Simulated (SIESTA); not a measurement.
**A self-consistent single point of WSi2 (I4/mmm, 3 atoms in the cell) with SIESTA**

Level of theory: GGA PBE, numerical atomic orbitals DZP, PseudoDojo PBE standard norm-conserving potentials (rewritten from UPF to PSML) in SIESTA.

Input as run:

```
# files in the folder: Si.psml W.psml (PseudoDojo PBE standard)
SystemName  WSi2
SystemLabel wsi2

NumberOfAtoms                3
NumberOfSpecies              2
%block ChemicalSpeciesLabel
  1 14 Si
  2 74 W
%endblock ChemicalSpeciesLabel
LatticeConstant              1.0 Ang
%block LatticeVectors
    -1.600185000    1.600185000    3.903255000
     1.600185000   -1.600185000    3.903255000
     1.600185000    1.600185000   -3.903255000
%endblock LatticeVectors
AtomicCoordinatesFormat      Bohr
%block AtomicCoordinatesAndAtomicSpecies
     0.000000000   -0.000000000    9.810190316  1
     0.000000000   -0.000000000    4.941975573  1
     0.000000000    0.000000000    0.000000000  2
%endblock AtomicCoordinatesAndAtomicSpecies

XC.functional                GGA
XC.authors                   PBE
PAO.BasisSize                DZP
PAO.EnergyShift              0.005 Ry
MeshCutoff                   350 Ry
%block kgrid.MonkhorstPack
    7   0   0  0.0
    0   7   0  0.0
    0   0   7  0.0
%endblock kgrid.MonkhorstPack
OccupationFunction           MP
OccupationMPOrder            0
ElectronicTemperature        1160.45 K

MaxSCFIterations             150
SCF.Mixer.Method             Pulay
SCF.Mixer.Weight             0.1
SCF.Mixer.History            8
SCF.DM.Tolerance             1.0E-05
Diag.ParallelOverK           true
WriteForces                  true
Charge.Mulliken              end
```

The program printed (abridged):

```
reinit: Reading from file input.fdf

reinit: System Name: WSi2
reinit: System Label: wsi2

coor:   Atomic-coordinates input format  =     Cartesian coordinates
coor:                                            (in Bohr units)

siesta: Atomic coordinates (Bohr) and species
siesta:      0.00000  -0.00000   9.81019  1        1
siesta:      0.00000  -0.00000   4.94198  1        2
siesta:      0.00000   0.00000   0.00000  2        3

siesta: System type = bulk

initatomlists: Number of atoms, orbitals, and projectors:      3    45    68

siesta: ******************** Simulation parameters ****************************
redata: Spin configuration                          = none
redata: Time-Reversal Symmetry                      = T
redata: Number of Atomic Species                    =        2
redata: Mesh Cutoff                                 =   350.0000 Ry
redata: Net charge of the system                    =     0.0000 |e|
redata: Min. number of SCF Iter                     =        0
redata: Max. number of SCF Iter                     =      150
redata: SCF convergence failure will abort job
redata: SCF mix quantity                            = Hamiltonian
redata: Mix DM or H after convergence               =   F
redata: Recompute H after scf cycle                 =   F
redata: Mix DM in first SCF step                    =   T
redata: No kicks to SCF
redata: DM Mixing Weight for Kicks                  =     0.5000
redata: Require Harris convergence for SCF          =   F
redata: Harris energy tolerance for SCF             =     0.000100 eV
redata: Require DM convergence for SCF              =   T
redata: DM tolerance for SCF                        =     0.000010
redata: Require EDM convergence for SCF             =   F
redata: EDM tolerance for SCF                       =     0.001000 eV
redata: Require H convergence for SCF               =   T
redata: Hamiltonian tolerance for SCF               =     0.001000 eV
   [... lines left out ...]
diag: Used triangular part                          = Lower
diag: Absolute tolerance                            =  0.100E-15
diag: Orthogonalization factor                      =  0.100E-05
diag: Memory factor                                 =  1.0000

superc: Internal auxiliary supercell:     7 x     7 x     9  =     441
superc: Number of atoms, orbitals, and projectors:   1323  19845  29988

                        Single-point calculation

superc: Internal auxiliary supercell:     7 x     7 x     9  =     441
superc: Number of atoms, orbitals, and projectors:   1323  19845  29988

outcell: Unit cell vectors (Ang):
       -1.600185    1.600185    3.903255
        1.600185   -1.600185    3.903255
        1.600185    1.600185   -3.903255

outcell: Cell vector modules (Ang)   :    4.511827    4.511827    4.511827
outcell: Cell angles (23,13,12) (deg):    138.4542    138.4542     60.2080
outcell: Cell volume (Ang**3)        :     39.9786
new_DM -- step:     1
Initializing Density Matrix...

Attempting to read DM from file... Failed...
DM filled with atomic data:

InitMesh: MESH = 48 x 48 x 36 = 82944
InitMesh: Mesh cutoff (required, used) =   350.000   493.054 Ry

stepf: Methfessel-Paxton step function
       Using Hermite-Gauss polynomials of order  0
        iscf     Eharris(eV)        E_KS(eV)     FreeEng(eV)     dDmax    Ef(eV) dHmax(eV)
   scf:    1    -2266.576363    -2292.216854    -2292.220684  1.523782 -4.229810  8.741673
   scf:    2    -2294.628275    -2293.526112    -2293.529484  0.070261 -4.478952  5.914822
   scf:    3    -2294.693360    -2294.465345    -2294.466755  0.142333 -4.806934  0.597056
   scf:    4    -2294.477882    -2294.480152    -2294.481628  0.070906 -4.838006  0.778072
   scf:    5    -2294.463773    -2294.484750    -2294.486227  0.042554 -4.910076  0.397508
   scf:    6    -2294.494125    -2294.492998    -2294.494487  0.015026 -4.893177  0.053393
   scf:    7    -2294.493120    -2294.493090    -2294.494578  0.001331 -4.895574  0.008732
   scf:    8    -2294.493095    -2294.493093    -2294.494582  0.001187 -4.897188  0.002164
   scf:    9    -2294.493092    -2294.493093    -2294.494582  0.000102 -4.897403  0.002766
   scf:   10    -2294.493093    -2294.493093    -2294.494582  0.000052 -4.897300  0.000092
   scf:   11    -2294.493093    -2294.493093    -2294.494582  0.000005 -4.897291  0.000104
SCF Convergence by DM+H criterion
max |DM_out - DM_in|         :     0.0000052673
max |H_out - H_in|      (eV) :     0.0001038798
SCF cycle converged after 11 iterations

Using DM_out to compute the final energy and forces

siesta: E_KS(eV) =            -2294.4931

siesta: E_KS - E_eggbox =     -2294.4931

siesta: Atomic forces (eV/Ang):
     1    0.000205    0.000205    0.190956
     2   -0.000205   -0.000205   -0.190956
     3   -0.000000   -0.000000    0.000000
   Tot   -0.000000   -0.000000    0.000000
   Max    0.190956
   Res    0.090018    sqrt( Sum f_i^2 / 3N )
   Max    0.190956    constrained

Stress tensor Voigt[x,y,z,yz,xz,xy] (kbar):      -71.22      -71.22      -72.89        0.10        0.10       -0.00
(Free)E + p*V (eV/cell)    -2292.7035
Target enthalpy (eV/cell)    -2294.4946

siesta: Program's energy decomposition (eV):
siesta: Ebs     =      -557.378813
siesta: Eions   =      4126.022912
siesta: Ena     =      1312.779129
siesta: Ekin    =       647.984352
siesta: Enl     =       371.931569
siesta: Eso     =         0.000000
siesta: Edftu   =         0.000000
siesta: DEna    =        38.750401
siesta: DUscf   =         0.723040
siesta: DUext   =         0.000000
siesta: Ex      =      -498.142308
siesta: Ec      =       -42.496364
siesta: Exc     =      -540.638672
siesta: Eharris =     -2294.493093
siesta: Etot    =     -2294.493093
siesta: FreeEng =     -2294.494582

siesta: Atomic forces (eV/Ang):
siesta:      1    0.000205    0.000205    0.190956
siesta:      2   -0.000205   -0.000205   -0.190956
siesta:      3   -0.000000   -0.000000    0.000000
siesta: ----------------------------------------
siesta:    Tot   -0.000000   -0.000000    0.000000

siesta: Stress tensor (static) (eV/Ang**3):
siesta:    -0.044454   -0.000000    0.000060
siesta:    -0.000000   -0.044454    0.000060
siesta:     0.000060    0.000060   -0.045494

siesta: Cell volume =         39.978575 Ang**3

siesta: Pressure (static):
siesta:                Solid            Molecule  Units
siesta:           0.00048794          0.00044327  Ry/Bohr**3
siesta:           0.04480103          0.04069942  eV/Ang**3
siesta:          71.77916731         65.20765375  kBar

mulliken: Atomic and Orbital Populations:

Species: Si
Atom  Qatom  Qorb
               3s      3s      3py     3pz     3px     3py     3pz     3px
               3Pdxy   3Pdyz   3Pdz2   3Pdxz   3Pdx2-y2
   1  4.214   1.232   0.115   0.221   0.224   0.221   0.460   0.427   0.460
              0.197   0.171   0.182   0.171   0.134
   2  4.214   1.232   0.115   0.221   0.224   0.221   0.460   0.427   0.460
              0.197   0.171   0.182   0.171   0.134

Species: W
Atom  Qatom  Qorb
               5s      6s      6s      5py     5pz     5px     6py     6pz
               6px     5dxy    5dyz    5dz2    5dxz    5dx2-y2 5dxy    5dyz
               5dz2    5dxz    5dx2-y2
   3 13.572   1.877  -0.069   0.191   1.963   1.967   1.963   0.230   0.351
              0.230   1.001   1.177   0.922   1.177   0.827   0.020  -0.080

             -0.041  -0.080  -0.055

mulliken: Qtot =       22.000

Mulliken Atomic Populations:
Atom #   charge [q] valence [e]  Species
     1    -0.214186    4.214186  Si
     2    -0.214186    4.214186  Si
     3     0.428373   13.571627  W
 Total     0.000000
```

The run converged in 11 iterations.

The starting cell has typed, rounded lattice constants, without a prior relaxation at this level. Its lattice was rescaled by up to half a per cent. Spin polarisation is off. Values carry the incompleteness of an atom-centred basis. With a pressure of about 7 GPa the cell is away from its equilibrium volume at this level.

Cost on one core of a shared machine: roughly 70 s.
